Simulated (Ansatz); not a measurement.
**Convergence study of the k-point mesh at a smearing width of 0.02 eV for InSb (R3m, 2 atoms in the cell)**

```yaml
crystal:
  lattice:
    - [0.00000, 3.23028, 3.23028]
    - [3.23028, 0.00000, 3.23028]
    - [3.23028, 3.23028, 0.00000]
  atoms:
    - { symbol: In, position: [0.00447, 0.00447, 0.00447] }
    - { symbol: Sb, position: [0.25000, 0.25000, 0.25000] }
```

Method of the run: LDA (PW92), PAW files made with PBE (plane waves; Ansatz, a program for electronic structure).

Base settings: basis.ecutwfc = 420 eV; kpoints.mp_grid.grid = 7 7 7; hamiltonian.xc = lda; hamiltonian.pseudopotentials = {kind: paw} (the program's default PAW files); scf.occupations.method = fermi_dirac; scf.occupations.width = 0.01 eV.

In this ladder: scf.occupations.width = 0.02 eV.

Only quantities that move along the ladder and can be compared are tabulated.

The count of work is k-points × plane waves × bands × iterations; it is no time. 

The starting cell has typed, rounded lattice constants, without a prior relaxation at this level. Its lattice was rescaled by up to half a per cent. One atom was moved a little off its site on purpose. Ansatz's pressure includes its estimate of the finite-basis (Pulay) stress. The run gives no clean gap (levels at the Fermi energy touch, overlap or are partly filled at this smearing), which alone does not show that the compound is a metal.

```tsv
kpoints.mp_grid.grid	free energy less the last step's (meV/atom)	pressure (GPa)	largest difference of a force vector from the last step's (eV/Å)	count of work / last
3 3 3	248.13	1.44	0.070	0.0077
4 4 4	79.03	0.33	0.028	0.015
5 5 5	29.47	0.00	0.014	0.021
6 6 6	12.35	-0.11	0.008	0.036
7 7 7	5.67	-0.16	0.004	0.049
8 8 8	2.79	-0.17	0.003	0.073
10 10 10	0.79	-0.18	0.001	0.13
14 14 14	0.09	-0.19	0.000	0.32
17 17 17	0.02	-0.19	0.000	0.55
21 21 21	0.00	-0.19	0.000	1.0
```

Coarsest kpoints.mp_grid.grid that holds the pressure within 0.05 GPa of the last step, with all finer ones: 7 7 7, at 0.049 of the last step's count of work; the step before is off by 0.07 GPa.

Coarsest kpoints.mp_grid.grid that holds the free energy within 1 meV/atom of the last step, with all finer ones: 10 10 10, at 0.13 of the last step's count of work; the step before is off by 2.8 meV/atom.

Coarsest kpoints.mp_grid.grid that holds the forces within 0.02 eV/Å of the last step, with all finer ones: 5 5 5, at 0.021 of the last step's count of work; the step before is off by 0.028 eV/Å.

Keys are those of Ansatz 0.2.
